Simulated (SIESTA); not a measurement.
**Short convergence ladders for Lu2SeO2 (P3m1, 5 atoms in the cell)**

```
CELL_PARAMETERS angstrom
      3.72723     0.00000     0.00000
     -1.86361     3.22788     0.00000
      0.00000     0.00000     6.66678
ATOMIC_POSITIONS crystal
  Lu 0.33333 0.66667 0.30070
  Lu 0.66667 0.33333 0.70680
  Se 0.00000 0.00000 0.00000
  O  0.33333 0.66667 0.62510
  O  0.66667 0.33333 0.37490
```

Base method: GGA PBEsol, numerical atomic orbitals DZP, PseudoDojo PBEsol standard norm-conserving potentials (rewritten from UPF to PSML) run with SIESTA.

Base settings: XC.functional = GGA; XC.authors = PBEsol; potentials = PseudoDojo PBEsol standard; PAO.BasisSize = DZP; PAO.EnergyShift = 0.01 Ry; MeshCutoff = 350 Ry; kgrid.MonkhorstPack = 3 3 2; OccupationFunction = FD; ElectronicTemperature = 20 meV; MaxSCFIterations = 150.

Core times come from one kind of shared machine, to one figure; runs under 30 s give none.

**Shifted k-point meshes**

Only quantities that move along the ladder and can be compared are tabulated.

```tsv
kgrid.MonkhorstPack	free energy less the last step's (meV/atom)	pressure (GPa)	largest difference of a force vector from the last step's (eV/Å)
2 2 1 shifted by 0.5 0.5 0.5	31.63	-1.39	0.151
4 4 2 shifted by 0.5 0.5 0.5	-3.28	-2.35	0.028
6 6 3 shifted by 0.5 0.5 0.5	-0.05	-2.28	0.002
7 7 4 shifted by 0.5 0.5 0.5	-0.02	-2.28	0.001
9 9 5 shifted by 0.5 0.5 0.5	0.00	-2.28	0.000
11 11 5 shifted by 0.5 0.5 0.5	0.00	-2.28	0.000
13 13 7 shifted by 0.5 0.5 0.5	0.00	-2.28	0.000
15 15 7 shifted by 0.5 0.5 0.5	0.00	-2.28	0.000
```

Coarsest kgrid.MonkhorstPack that holds the forces within 0.005 eV/Å of the last step, with all finer ones: 6 6 3 shifted by 0.5 0.5 0.5; the step before is off by 0.028 eV/Å.

Coarsest kgrid.MonkhorstPack that holds the pressure within 0.05 GPa of the last step, with all finer ones: 6 6 3 shifted by 0.5 0.5 0.5; the step before is off by 0.07 GPa.

Coarsest kgrid.MonkhorstPack that holds the free energy within 0.5 meV/atom of the last step, with all finer ones: 6 6 3 shifted by 0.5 0.5 0.5; the step before is off by 3.3 meV/atom.

**The SCF threshold**

In this ladder: SCF.DM.Tolerance = default; SCF.DM.Converge = false; SCF.H.Converge = false; SCF.FreeE.Converge = true.

The mesh stays at the base's, so the ladder's end is converged at best in this setting alone.

Only quantities that move along the ladder and can be compared are tabulated; the gap is left out on so coarse a mesh.

| SCF.FreeE.Tolerance | free energy less the last step's (meV/atom) | largest difference of a force vector from the last step's (eV/Å) | core time / last (rough) |
|---|---|---|---|
| 1.0E-01 eV | 0.98 | 0.024 | 0.6 |
| 1.0E-02 eV | 0.14 | 0.004 | 0.6 |
| 1.0E-03 eV | 0.02 | 0.004 | 0.6 |
| 1.0E-04 eV | 0.00 | 0.001 | 0.7 |
| 1.0E-05 eV | 0.00 | 0.000 | 0.7 |
| 1.0E-06 eV | 0.00 | 0.000 | 0.7 |
| 1.0E-07 eV | 0.00 | 0.000 | 0.8 |
| 1.0E-10 eV | 0.00 | 0.000 | 0.8 |
| 1.0E-12 eV | 0.00 | 0.000 | 1 |

Coarsest SCF.FreeE.Tolerance that holds the forces within 0.005 eV/Å of the last step, with all finer ones: 1.0E-02 eV; the step before is off by 0.024 eV/Å.

Coarsest SCF.FreeE.Tolerance that holds the free energy within 0.5 meV/atom of the last step, with all finer ones: 1.0E-02 eV; the step before is off by 0.98 meV/atom.

**The width of Fermi-Dirac smearing**

The mesh stays at the base's, so the ladder's end is converged at best in this setting alone.

Only quantities that move along the ladder and can be compared are tabulated; the gap is left out on so coarse a mesh.

```csv
ElectronicTemperature,free energy less the last step's (meV/atom),pressure (GPa),largest difference of a force vector from the last step's (eV/Å),core time / last (rough)
1000 meV,-272.60,-0.24,0.863,1.0
500 meV,-19.63,-1.66,0.372,1.0
200 meV,-0.44,-1.68,0.029,0.9
100 meV,0.00,-1.67,0.000,1
```

Widest ElectronicTemperature that holds the free energy within 2 meV/atom of the last step, with all finer ones: 200 meV; the step before is off by 20 meV/atom.

Widest ElectronicTemperature that holds the pressure within 1 GPa of the last step, with all finer ones: 500 meV; the step before is off by 1.4 GPa.

Widest ElectronicTemperature that holds the forces within 0.02 eV/Å: not settled: the last two steps still differ by 0.029 eV/Å, over half the tolerance, so the ladder does not show it.

On the base run: the starting cell comes from a database of computed structures (which also holds hypothetical and non-ambient phases and stackings), without a prior relaxation at this level. Its lattice was rescaled by up to half a per cent. One atom was moved a little off its site on purpose. Values carry the incompleteness of an atom-centred basis. In the base run, forces exceed 1 eV/Å.
